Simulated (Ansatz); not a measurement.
Consider LaBr₃ in the ReO3 type structure (space group Pm-3m, No. 221; a = 5.885 Å; a hypothetical phase, not in the database extracts checked). Axes: x, y, z lie along the cube axes.

(Cell as relaxed with PBE.)

Levels (all Ansatz, an electronic-structure program, PAW): PBE (420 eV, no spin-orbit coupling); PBEsol (420 eV, no spin-orbit coupling).

Each level relaxes its own structure.

| base | PBE | PBEsol |
|---|---|---|
| volume per atom | 50.96 Å³ | 48.85 Å³ |
| lattice parameter a | 5.885 Å | 5.803 Å |
| band gap | 3.38 eV | 3.52 eV |

One thing is altered: uniaxial stress, 1 GPa tension along z; all other stress components relax to zero.

| quantity | PBE | PBEsol |
|---|---|---|
| shift of the gap caused by the change | -0.10 eV | -0.05 eV |
| energy relative to the base (free energy F) | +2.7 meV/atom | +2.3 meV/atom |
| band gap | 3.29 eV | 3.46 eV |
| shortest interatomic distance | 2.939 Å | 2.899 Å |

PBE's shift of the gap caused by the change lies 0.044 eV below PBEsol's; PBE's energy relative to the base lies 0.5 meV/atom above PBEsol's; PBE's band gap lies 0.179 eV below PBEsol's; PBE's shortest interatomic distance lies 0.040 Å above PBEsol's (1.4 %). Neither level is exact; PBEsol is the comparison here, not a measurement.

Load acts through the strain it causes; cell and atoms are relaxed under it. Stability under load was not tested beyond the relaxation.
